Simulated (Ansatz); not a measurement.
Cubic perovskite CsPbCl3 (cubic high-temperature phase)

Computed with PBEsol (Ansatz, a quantum-chemistry and plane-wave program, plane waves, PAW).

Settings: plane-wave cutoff 500 eV, 6×6×6 k mesh, gaussian smearing 0.02 eV, scalar-relativistic PAW data made under PBE.

Cell (relaxed at this level):

```cif
data_Cl3CsPb
_chemical_formula_sum 'Cs1 Pb1 Cl3'
_space_group_name_H-M_alt 'P 1'
_space_group_IT_number 1
_cell_length_a 5.61907
_cell_length_b 5.61907
_cell_length_c 5.61907
_cell_angle_alpha 90.000
_cell_angle_beta 90.000
_cell_angle_gamma 90.000
loop_
_space_group_symop_operation_xyz
  'x, y, z'
loop_
_atom_site_label
_atom_site_type_symbol
_atom_site_fract_x
_atom_site_fract_y
_atom_site_fract_z
_atom_site_occupancy
Cs1 Cs 0.00000 0.00000 0.00000 1
Pb1 Pb 0.50000 0.50000 0.50000 1
Cl1 Cl 0.50000 0.00000 0.50000 1
Cl2 Cl 0.00000 0.50000 0.50000 1
Cl3 Cl 0.50000 0.50000 0.00000 1
```

```yaml
band_gap: 1.83 eV (on the SCF k mesh)
```

Note: the relaxation could not lower the start's symmetry, so the cell can be a saddle point above a distorted one.

Spin–orbit coupling is not included; with these elements it can move the gap by several tenths of an eV or more.

Cost on a shared machine: around 40 core-seconds (rough).
